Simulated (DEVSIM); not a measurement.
Structure: abrupt Si p-n junction, at 300 K.

Layer 1 from the left is Si, thickness (μm) 4.10, Na (cm⁻³) 2.1e16, τn (s) 0.00055, τp (s) 0.00055. Layer 2 from the left is Si, thickness (μm) 12.0, Nd (cm⁻³) 1.7e14, τn (s) 0.00055, τp (s) 0.00055.

Left contact: ohmic. Right contact: ohmic. Voltage is applied to the left contact. Recombination: SRH at mid-gap. Mobility is μmin + (μ − μmin)/(1 + (N/Nref)^α).

Constants are typed, rounded textbook-type inputs, not results; the design itself was drawn at random and stands for no fabricated device. Values at 300 K.

Si: gap (eV) 1.124, affinity (eV) 4.05, permittivity 11.7, Nc (cm⁻³) 2.86e19, Nv (cm⁻³) 3.1e19, μn (cm²/Vs) 1417, μp (cm²/Vs) 470, μn,min 52, μp,min 45, Nref,n 9.7e16, Nref,p 2.2e17, αn 0.68, αp 0.72.

Estimate by hand the built-in potential, the peak field at zero bias, the capacitance at -0.6 V, and compare with a numerical solution.


- Built-in potential: ni = √(Nc Nv) exp(−Eg/2kT) = 1.08e10 cm⁻³ with Eg = 1.124 eV; Vbi = kT/q ln(Na Nd/ni²) = 0.624 V; numerical 0.624 V.
- Peak field at zero bias: depletion approximation: W = √(2εVbi/(qN)) = 2.19 μm with N = 1.69e14 cm⁻³; field = 2Vbi/W = 5710 V/cm; numerical 9030 V/cm (estimate below by 37 %).
- Capacitance at -0.6 V: C = √(qεN / 2(Vbi + |V|)) = 3.38 nF/cm²; numerical 3.49 nF/cm² (estimate below by 3.2 %).

DEVSIM, 1D drift-diffusion, Boltzmann statistics, complete ionisation; no tunnelling, impact ionisation, image-force lowering or self-heating.
